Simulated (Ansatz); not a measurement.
Start from TaN in the rock salt structure (space group Fm-3m, No. 225; a = 4.3756 Å).

The change: full substitution Ta → Hf, then cell and atoms are relaxed.

Levels (all Ansatz, a program for electronic structure, PAW): PBEsol (420 eV, no SOC); r2SCAN (500 eV, no SOC).

The geometry is relaxed with PBEsol.

- PBEsol pressure: 0.0 GPa

With r2SCAN at the same geometry, the pressure goes from zero to 4.6 GPa.

Single points use the geometry relaxed with PBEsol. Their cutoffs differ, which shifts pressures a little. No phonon test of stability was made. All final runs are without spin polarisation. An odd electron count without spin: HfN. This is not the structure that TaN has at room temperature and ambient pressure.
